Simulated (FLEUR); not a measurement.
Band structure of C (Fd-3m, 2 atoms in the cell).

```yaml
crystal:
  lattice:
    - [0.00000, 1.79426, 1.79426]
    - [1.79426, 0.00000, 1.79426]
    - [1.79426, 1.79426, 0.00000]
  atoms:
    - { symbol: C, position: [0.50000, 0.50000, 0.50000] }
    - { symbol: C, position: [0.75000, 0.75000, 0.75000] }
```

Level of theory: PBE, all-electron FLAPW (FLEUR), scalar-relativistic valence in FLEUR.

Settings: Kmax = 4 1/bohr; GmaxXC = 20 1/bohr; xcFunctional = pbe; jspins = 1; l_soc = F; mode = hist; fermiSmearingEnergy = 0.0001 Htr; mesh (inpgen div1-3) = 13 13 13; inpgen gamma flag = false; Gmax = 20 1/bohr; numbands = 0; maxIterBroyd = 15; imix = Anderson; alpha = 0.05.

The starting cell comes from a database of computed structures (which also holds hypothetical and non-ambient phases and stackings), without a prior relaxation at this level. Its lattice was rescaled by a random factor within 2.5 % of one. Values depend on the basis (sphere radii, cutoffs, local orbitals), which need not be converged.

Levels in eV from the Fermi level, bands 1 to 6:
| point | 1 | 2 | 3 | 4 | 5 | 6 |
|---|---|---|---|---|---|---|
| Γ | -21.38 | 0.00 | 0.00 | 0.00 | 5.54 | 5.54 |
| X | -12.79 | -12.79 | -6.29 | -6.29 | 4.58 | 4.58 |
| W | -12.01 | -12.01 | -8.26 | -8.26 | 10.47 | 10.47 |
| K | -13.02 | -11.75 | -9.25 | -5.35 | 5.51 | 10.52 |
| L | -15.71 | -13.30 | -2.77 | -2.77 | 8.36 | 8.36 |
| U | -13.02 | -11.75 | -9.25 | -5.35 | 5.51 | 10.52 |
